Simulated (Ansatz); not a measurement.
An Ansatz (an electronic-structure program) input (Ansatz, r2SCAN, PAW, cutoff 500 eV, no SOC):

Ansatz 0.2 input:
```yaml
crystal:
  lattice:
    - [0, 2.9132577774, 2.9132577774]
    - [2.9132577774, 0, 2.9132577774]
    - [2.9132577774, 2.9132577774, 0]
  atoms:
    - { symbol: Be, position: [0, 0, 0] }
    - { symbol: Te, position: [0.25, 0.25, 0.25] }
basis: { ecutwfc: 500, ecutrho_ratio: 4, xc_grid: 4, fft_grid_basis: typed }
kpoints: { mp_grid: { grid: [10, 10, 10] } }
hamiltonian:
  xc: r2scan
  dispersion: none
  pseudopotentials: { kind: paw }
scf: { occupations: { method: fermi_dirac, width: 0.05 }, convergence: { dr2_threshold: 0.0000000002 } }
relax: { f_tol: 0.005, max_steps: 50 }
output: { forces: true, stress: true }
checkpoint: { write: state.ck, write_every: 1000 }
```

Which symmetry and how many k-points will the program report, and about how many plane waves at Γ?

Space group F-43m (ITA 216) with 24 operations, k-points 47 of 1000, and 1243 plane waves at Γ.

And the final pressure?

-4.41 GPa (compression positive).

The cells carry an imposed strain or load. Whether these cells are dynamically stable was not tested. The cell was made from BeTe in the zinc blende structure (space group F-43m, No. 216) by this change: isotropic strain +3.00 %.
